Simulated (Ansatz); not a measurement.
Input:

```yaml
crystal:
  lattice:
    - [4.21379, 0.00000, 0.00000]
    - [0.00000, 4.21379, 0.00000]
    - [2.10690, -2.10690, 3.12440]
  atoms:
    - { symbol: Sb, position: [0.25000, 0.25000, 0.50000] }
    - { symbol: Ga, position: [0.00000, 0.00000, 0.00000] }
```

No spin polarisation.

Method: Kohn–Sham DFT with the PBEsol functional, run in Ansatz (a quantum-chemistry and plane-wave program) with PAW and 420 eV plane waves, scalar-relativistic without spin-orbit coupling, earlier PAW set. Γ-centred 13×13×13 mesh, Fermi–Dirac width 0.05 eV.

### Question
What valence-band top at Γ (three highest levels, from the VBM) does the calculation give?

### Answer
0.00, 0.00, -0.30 eV.

### Question
What band gap does the calculation give?

### Answer
0.09 eV.

With Sb present, leaving out spin-orbit coupling can change the band edges. The cells carry an imposed strain or load. No phonon test of stability was made. The cell was made from GaSb in the zinc blende structure (space group F-43m, No. 216) by this change: biaxial strain −2.50 %, plane normal [001], relaxed out of plane. The zero or small gap of GaSb can change with the level of theory.
